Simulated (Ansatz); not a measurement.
W under a change: pressure 2.1 GPa

Consider W in the bcc (W type) structure (space group Im-3m, No. 229; a = 3.184 Å).

Modification: cell and atoms relaxed at a pressure of 2.1 GPa.

Method: Ansatz (a first-principles code) PBE, without spin-orbit coupling, earlier PAW set. k-mesh 20×20×20 (Γ-centred); smearing 0.05 eV (Fermi–Dirac).

The volume per atom decreases by 0.109 Å³ to 16.03 Å³ and the density increases by 0.13 g/cm³ (18.92 g/cm³ → 19.05 g/cm³). The lattice parameter a falls by 0.0072 Å to 3.176 Å and the shortest interatomic distance decreases by 0.006 Å (2.757 Å → 2.751 Å). The enthalpy H = E + PV relative to the base's energy amounts to +0.21 eV/atom and the band gap stays zero.

Final structure:

```xyz
1
Lattice="-1.5882 1.5882 1.5882 1.5882 -1.5882 1.5882 1.5882 1.5882 -1.5882" Properties=species:S:1:pos:R:3 pbc="T T T"
W      0.0000     0.0000     0.0000
```

Load acts through the strain it causes; cell and atoms are relaxed under it. Stability against distortions was not tested. The final runs are not spin-polarised.
